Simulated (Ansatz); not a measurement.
## A computed series for BAs: point defects

Consider a 24-atom supercell of BAs in the zinc blende structure (space group F-43m, No. 216; a = 4.768 Å) at its relaxed geometry.

One neutral defect a cell, atoms relaxed at fixed cell.

The values are results of Kohn–Sham DFT with the PBEsol functional, run in Ansatz (a first-principles code) with PAW and 420 eV plane waves, no spin-orbit coupling, earlier PAW set, not measurements.

```tsv
change	largest displacement of a host atom from its site in the perfect cell	pressure	total moment of the cell
perfect supercell	–	0.0 GPa	–
As interstitial (started 1.95 Å from the nearest host atom), symmetric start	0.35 Å	11.9 GPa	0.0 μB
B interstitial (started 2.06 Å from the nearest host atom)	0.14 Å	3.4 GPa	0.1 μB
B vacancy, symmetric start	0.05 Å	-0.8 GPa	0.0 μB
Ru on a B site, symmetric start	0.20 Å	6.1 GPa	0.2 μB
H interstitial (started 2.06 Å from the nearest host atom)	___	___	___
```

Problem. What belongs in the blanks?

Solution. 
- H interstitial (started 2.06 Å from the nearest host atom), largest displacement of a host atom from its site in the perfect cell: 0.02 Å
- H interstitial (started 2.06 Å from the nearest host atom), pressure: 1.2 GPa
- H interstitial (started 2.06 Å from the nearest host atom), total moment of the cell: 1.0 μB

The magnetic state is the one reached from the starting moments; the real material's order can differ, and small cells can't hold many antiferromagnetic ones. In so small a cell the defect repeats every few ångströms: this is an ordered compound, not a dilute defect. The mesh was chosen for an insulator and is coarse for the gapless case. Defects with a symmetric start kept the site's symmetry and may sit on a saddle; the others started slightly shaken. Seeded moments were not kept for As interstitial (started 1.95 Å from the nearest host atom), B interstitial (started 2.06 Å from the nearest host atom), B vacancy and Ru on a B site.
